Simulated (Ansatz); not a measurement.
Take CaO in the rock salt structure (space group Fm-3m, No. 225; a = 4.831 Å) as the base.

Level of theory: plane-wave PAW DFT at the PBE level (Ansatz, a first-principles code, 420 eV), no spin-orbit coupling, earlier PAW set.

Base values:

| Property | Result |
|---|---|
| Electron mass | 1.4 mₑ along k, 0.44 mₑ across (at X) |
| Pressure | 0.00 GPa |

Perturbation: the cell is scaled by 1.0036 in all directions, atoms relaxed at fixed cell.

Question: Estimate the effect on the electron mass.

Answer: The electron mass goes from 1.4 mₑ along k, 0.44 mₑ across (at X) to 1.4 mₑ along k, 0.45 mₑ across (at X).

Question: How does this affect the pressure?

Answer: The pressure goes from zero to -1.11 GPa.

The levels and masses belong to the bands next to the band gap. The cells carry an imposed strain or load. Effective masses come from finite differences of ±0.01 Å⁻¹. Along k means along the line from Γ to the band edge. Stability against distortions was not tested.
